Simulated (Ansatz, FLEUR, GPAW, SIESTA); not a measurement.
# Code comparison for MgTi₂ (Cmcm, 6 atoms in the cell)

Self-consistent single point.

```yaml
crystal:
  lattice:
    - [1.50723, -8.13128, 0.00000]
    - [1.50723, 8.13128, 0.00000]
    - [0.00000, 0.00000, 4.90289]
  atoms:
    - { symbol: Mg, position: [0.78232, 0.21768, 0.25000] }
    - { symbol: Mg, position: [0.21768, 0.78232, 0.75000] }
    - { symbol: Ti, position: [0.09964, 0.90036, 0.25000] }
    - { symbol: Ti, position: [0.90036, 0.09964, 0.75000] }
    - { symbol: Ti, position: [0.45006, 0.54994, 0.25000] }
    - { symbol: Ti, position: [0.54994, 0.45006, 0.75000] }
```

Shared settings, as Ansatz (a quantum-chemistry and plane-wave program) writes them: kpoints.mp_grid.grid = 5 5 3; scf.occupations.method = gaussian; scf.occupations.width = 0.2 eV. Potentials and cutoffs stand in the table.

| code | model | pressure (GPa) | largest force (eV/Å) | cutoff |
|---|---|---|---|---|
| GPAW | PBEsol, GPAW PAW datasets PBEsol (made by gpaw-setup) | -6.92 | 0.290 | 800 eV |
| SIESTA | GGA PBEsol, numerical atomic orbitals DZP, PseudoDojo PBEsol standard norm-conserving potentials (rewritten from UPF to PSML) | -6.57 | 0.533 | grid 350 Ry |
| FLEUR | PBEsol, all-electron FLAPW (FLEUR), scalar-relativistic valence | – | 0.293 | Kmax 4 1/bohr |
| Ansatz | PBEsol, PAW files made with PBE | -6.95 | 0.318 | default |

Size of the force on each atom (eV/Å): Sizes of forces hide their directions.

| code | Mg1 | Mg2 | Ti3 | Ti4 | Ti5 | Ti6 |
|---|---|---|---|---|---|---|
| GPAW | 0.107 | 0.107 | 0.290 | 0.290 | 0.287 | 0.287 |
| SIESTA | 0.045 | 0.045 | 0.533 | 0.533 | 0.473 | 0.473 |
| FLEUR | 0.110 | 0.110 | 0.293 | 0.293 | 0.282 | 0.282 |
| Ansatz | 0.113 | 0.113 | 0.318 | 0.318 | 0.304 | 0.304 |

A dash marks a value that a program does not give, or that is left out as unsure.

On Ansatz's run: spin polarisation is off.

The spread over the programs that give each value: pressure within 0.38 GPa; largest force within 0.243 eV/Å.

SIESTA uses small atom-centred bases, whose incompleteness enters pressures, forces and empty levels differently from a plane-wave cutoff. FLEUR treats all electrons, but the usual bases taken here (sphere radii, linearisation, local orbitals, empty states) were not tested for convergence, so the values are no reference for the others. Ansatz's pressure is given at a fixed set of plane waves, as the other plane-wave codes print theirs. In the force vectors, SIESTA (by 0.229) lies more than 0.08 eV/Å from the median of the plane-wave programs.

The shared mesh is coarse (it stands for a supercell whose shortest vector is 15 Å), so the values are not converged in it.

The starting cell comes from a database of computed structures (which also holds hypothetical and non-ambient phases and stackings), without a prior relaxation at this level. Its lattice was rescaled by a random factor within 2.5 % of one.

Left out of this page: Elk (not drawn, or without a comparable value).

Keys are those of Ansatz 0.2.
